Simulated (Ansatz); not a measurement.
**KF: energy against strain**

KF (rock salt, Fm-3m, 18.681 Å³/atom at rest) under an equal strain ε in the (111) plane with the normal axis free, as in a coherent film. PBEsol in Ansatz, a plane-wave DFT program (PAW, default set), 420 eV, 11×11×11 Γ-centred mesh, Fermi-Dirac smearing 0.05 eV; ions are relaxed within the symmetry of each cell.

Here s stands for strain and y for E less E0.

```
strain (%)  E less E0 (meV/atom)
----------  --------------------
-1.25                       0.99
-0.83                       0.44
-0.42                       0.12
0.00                        0.00
0.42                        0.13
0.83                        0.44
1.25                        0.97
2.50                           ?
```

Task: Fit y against s with a parabola, and predict the withheld value at s = 2.50.

Result: Least squares gives y = 0.010 - 0.0043·s + 0.6213·s². Residuals (row less fit): 0.004, -0.002, -0.001, -0.010, 0.012, 0.006, -0.005; standard error 0.009 (degrees of freedom: 4). Twice the quadratic coefficient over the volume, 2 × 0.6213 meV × 10⁴ × 0.1602 / 18.681 Å³, is twice the biaxial elastic modulus of this plane = 107 ± 1.0 GPa. At the withheld row, y = 0.010 - 0.0043 × 2.50 + 0.6213 × 2.50² = 3.882 meV/atom. The calculation gives 3.69 meV/atom, 0.192 meV/atom below the prediction (5.2 % of the range of y in the table). The row lies outside the fitted rows, so this is an extrapolation. From the scatter of the fitted rows alone, a prediction at this place has a standard error of 0.035 meV/atom, so the miss is 5.5 times that.

One order more, fitted to all 13 runs of the series, follows each within 0.01, so the miss is the next term of a smooth law. Rows are the converged runs of the series near zero and its far end; series whose fitted rows scatter by over a few per cent of the range, as at a crossing or softening among them, aren't shown in this form. Most that stay on the fit to the last digits aren't either.
